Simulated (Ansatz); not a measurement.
Base system: InP in the zinc blende structure (space group F-43m, No. 216; a = 5.9070 Å). Axes: x, y, z lie along the cube axes.

Level of theory: r2SCAN (Ansatz, a quantum-chemistry and plane-wave program; PAW; 500 eV plane waves; no SOC).

Before the change:

- Valence-band top at Γ = 0.00, 0.00, 0.00 eV
- Valley order = Γ 1.03 eV; L along ⟨111⟩ 1.80 eV; X along ⟨100⟩ 2.04 eV

One thing is altered: compressive biaxial strain of 1.50 % in the plane normal to [001], as in epitaxy on a mismatched substrate; the out-of-plane cell vector and the atoms relax.

Problem. Estimate the effect on the in-plane stress.

Solution. The mean in-plane stress (compression positive) comes out as +1.5 GPa.

Problem. What happens to the valence-band top at Γ?

Solution. The valence-band top at Γ (three highest levels, from the VBM) goes from 0.00, 0.00, 0.00 eV to 0.00, 0.00, -0.16 eV.

Problem. What happens to the out-of-plane strain?

Solution. The out-of-plane strain comes out as +1.62 %.

Problem. What does the calculation give for the valley order after the change?

Solution. The valley order (the lowest conduction-band minima on the path, energy above the VBM, named in the base's zone) goes from Γ 1.03 eV; L along ⟨111⟩ 1.80 eV; X along ⟨100⟩ 2.04 eV to Γ 1.05 eV; L along [111] 1.77 eV; X along [010] 1.91 eV; X along [001] 2.09 eV.

The levels and masses belong to the bands next to the band gap. No phonon test of stability was made.
